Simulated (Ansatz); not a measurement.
Base system: Rh in the fcc (Cu type) structure (space group Fm-3m, No. 225; relaxed with 0.1 eV smearing).

```
Rh
1.0
    0.00000     1.90082     1.90082
    1.90082     0.00000     1.90082
    1.90082     1.90082     0.00000
Rh
1
Direct
  0.00000   0.00000   0.00000
```

Cartesian axes are those of the cell as printed.

All numbers come from r2SCAN (Ansatz, a program for electronic structure; PAW; 500 eV plane waves; no SOC), earlier PAW set.

Base values:

```
Item                             Value
-----------------------------  -------
Pressure                       0.0 GPa
Shortest interatomic distance  2.688 Å
```

Modification: uniaxial strain ε_yy = −3.88 %, all other strain components held at zero; the atoms relax in the strained cell.

Problem. Predict the new energy relative to the base, pressure and shortest interatomic distance.

Solution. The energy goes up by 31 meV/atom; the pressure (mean of the normal stresses, compression positive) goes from zero to 12.5 GPa; the shortest interatomic distance falls by 0.0516 Å, from 2.688 Å to 2.637 Å.

No phonon test of stability was made. The final runs are not spin-polarised.
